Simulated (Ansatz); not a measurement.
**Effect of x(Pd) = 0.333, 6 atoms, Imm2 on SiC**

The reference is SiC in the zinc blende structure (space group F-43m, No. 216; a = 4.356 Å).

The other end (x = 1) is PdC in the zinc blende structure (space group F-43m, No. 216; a hypothetical phase, not in the database extracts checked): 12.83 Å³/atom, gap zero; this end may not be an ambient phase.

Now apply this change: a fraction x = 0.333 of the Si sites is given to Pd, ordered in a cell of 6 atoms (starting symmetry Imm2) and fully relaxed.

Method: r2SCAN in Ansatz (plane waves to 500 eV, PAW, no SOC). k-mesh 16×16×16 (Γ-centred); smearing 0.05 eV (Fermi–Dirac), for the changed cell.

The density grows by 1.68 g/cm³, from 3.22 g/cm³ to 4.90 g/cm³ and the shortest interatomic distance shrinks by 0.021 Å to 1.865 Å. The band gap goes from 1.71 eV to zero and the mixing energy comes out as +0.24 eV/atom (to 0.01 eV only: unlike meshes or grids) (against an end that may be hypothetical). The mean first-shell distances comes out as Si–C 1.873 Å (end compound 1.886 Å), Pd–C 2.099 Å (end compound 2.027 Å).

These are small ordered cells, not random alloys; other orderings at the same x differ. No phonon test of stability was made. All final runs are without spin polarisation. PdSi2C3 has a high density of states at the Fermi level and may be magnetic at this level.

Ansatz is an electronic-structure program.
